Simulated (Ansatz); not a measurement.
System: LaN (P6₃mc, No. 186, 4 atoms in the cell; start mp-567290; a measured phase of this formula has another space group). Method: LDA (PAW; Ansatz, an electronic-structure program).

Numerical settings: plane-wave cutoff 520 eV, 12×12×6 k mesh (along the axes of the cell as run), Fermi–Dirac smearing 0.01 eV, scalar-relativistic PAW data made under PBE.

Cell (relaxed with PBEsol):

LaN is modelled in the hexagonal space group P6₃mc (No. 186), Pearson symbol hP4. Conventional cell: a = b = 4.1150 Å, c = 5.8116 Å, α = β = 90.00°, γ = 120.00°. La on 2b sees 4 N at 2.421–2.441 Å and 1 N at 3.370 Å (trigonal bipyramidal). N on 2b sees 4 La at 2.421–2.441 Å and 1 La at 3.370 Å (trigonal bipyramidal). (Neighbours: up to the widest gap in distance over summed covalent radii, below 1.35, at either atom; cation-cation and far metal-metal contacts left out.)

Estimate the band gap, smallest direct gap on the k points sampled and Γ–Γ gap that the calculation returns.


- band gap: 0.95 eV
- smallest direct gap on the k points sampled: 1.38 eV
- Γ–Γ gap: 1.42 eV

Note: cell and atoms aren't relaxed at this level (largest force component 0.02 eV/Å, pressure -2.1 GPa).

Spin–orbit coupling is not included.

Static lattice: no zero-point or thermal effects.

A start named mp-… is a Materials Project structure, which need not be a measured phase.
